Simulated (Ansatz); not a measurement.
# Short convergence ladders for a (100) slab of LaOF (cut from a parent of space group no. 129; 12 atoms in the cell)

```xyz
12
Lattice="4.0896 0.0000 0.0000 0.0000 5.8430 0.0000 0.0000 0.0000 20.1343" Properties=species:S:1:pos:R:3 pbc="T T T"
La     0.0000     4.1819     7.0000
La     2.0448     1.6611     9.0448
O      0.0000     2.9215     9.0448
O      2.0448     2.9215     7.0000
F      2.0448     0.0000     7.0000
F      0.0000     0.0000     9.0448
La     0.0000     4.1819    11.0896
La     2.0448     1.6611    13.1343
O      0.0000     2.9215    13.1343
O      2.0448     2.9215    11.0896
F      2.0448     0.0000    11.0896
F      0.0000     0.0000    13.1343
```

Base method: LDA (PW92), default PAW files made with PBE (plane waves; Ansatz, a program for electronic structure).

Base settings: basis.ecutwfc = 30.9 Ry; kpoints.mp_grid.grid = 5 3 1; hamiltonian.xc = lda; hamiltonian.pseudopotentials = {kind: paw} (the program's default PAW files); scf.occupations.method = fermi_dirac; scf.occupations.width = 0.0037 Ry.

The count of work is k-points × plane waves × bands × iterations; it is no time. 

**The vacuum**

The mesh stays at the base's, so the ladder's end is converged at best in this setting alone.

Only quantities that move along the ladder and can be compared are tabulated.

| vacuum between outermost atoms (Å) | free energy less the last step's (meV/atom) | largest difference of a force vector from the last step's (eV/Å) | gap on the mesh (eV) | count of work / last |
|---|---|---|---|---|
| 3.0 | -131.26 | 1.566 | 3.914 | 0.28 |
| 4.0 | -37.56 | 0.527 | 3.159 | 0.31 |
| 5.0 | -10.47 | 0.158 | 2.868 | 0.38 |
| 6.0 | -3.00 | 0.045 | 2.861 | 0.34 |
| 7.0 | -0.81 | 0.012 | 2.948 | 0.36 |
| 8.0 | -0.28 | 0.004 | 3.044 | 0.39 |
| 10.0 | 0.08 | 0.003 | 3.174 | 0.44 |
| 12.0 | -0.01 | 0.004 | 3.228 | 0.50 |
| 14.0 | 0.02 | 0.001 | 3.246 | 0.56 |
| 17.0 | 0.02 | 0.003 | 3.253 | 0.64 |
| 20.0 | 0.05 | 0.003 | 3.255 | 0.72 |
| 25.0 | 0.04 | 0.003 | 3.255 | 0.86 |
| 30.0 | 0.00 | 0.000 | 3.256 | 1.0 |

Smallest vacuum between outermost atoms (Å) that holds the gap on the mesh within 0.05 eV of the last step, with all finer ones: 12.0; the step before is off by 0.082 eV.

Smallest vacuum between outermost atoms (Å) that holds the forces within 0.01 eV/Å of the last step, with all finer ones: 8.0, at 0.39 of the last step's count of work; the step before is off by 0.012 eV/Å.

Smallest vacuum between outermost atoms (Å) that holds the free energy within 5 meV/atom of the last step, with all finer ones: 6.0, at 0.34 of the last step's count of work; the step before is off by 10 meV/atom.

**The plane-wave cutoff**

The mesh stays at the base's, so the ladder's end is converged at best in this setting alone.

Only quantities that move along the ladder and can be compared are tabulated.

| basis.ecutwfc | free energy less the last step's (meV/atom) | largest difference of a force vector from the last step's (eV/Å) | gap on the mesh (eV) | count of work / last |
|---|---|---|---|---|
| 15.4 Ry | 5030.52 | 1.181 | 3.156 | 0.14 |
| 18.4 Ry | 1761.66 | 0.343 | 3.232 | 0.18 |
| 21.7 Ry | 498.47 | 0.059 | 3.231 | 0.23 |
| 26.1 Ry | 72.35 | 0.006 | 3.246 | 0.27 |
| 30.9 Ry | 6.07 | 0.001 | 3.246 | 0.35 |
| 37.1 Ry | 0.85 | 0.001 | 3.247 | 0.47 |
| 46.3 Ry | 0.71 | 0.000 | 3.246 | 0.65 |
| 61.7 Ry | 0.00 | 0.000 | 3.246 | 1.0 |

Coarsest basis.ecutwfc that holds the free energy within 2 meV/atom of the last step, with all finer ones: 37.1 Ry; the step before is off by 6.1 meV/atom.

Coarsest basis.ecutwfc that holds the gap on the mesh within 0.05 eV of the last step, with all finer ones: 18.4 Ry, at 0.18 of the last step's count of work; the step before is off by 0.089 eV.

Coarsest basis.ecutwfc that holds the forces within 0.01 eV/Å of the last step, with all finer ones: 26.1 Ry, at 0.27 of the last step's count of work; the step before is off by 0.059 eV/Å.

On the base run: the starting cell comes from a database of computed structures (which also holds hypothetical and non-ambient phases and stackings), without a prior relaxation at this level. The slab is cut from that crystal, and its faces are unrelaxed. Its lattice was rescaled by up to half a per cent. Spin polarisation is off, though cut faces can carry moments; a gap of a slab can lie between surface states. In the base run, forces exceed 1 eV/Å.

Left out of this page: 1 run of the series outside the window shown, repeating another row's setting, or not comparable.

Keys are those of Ansatz 0.2.
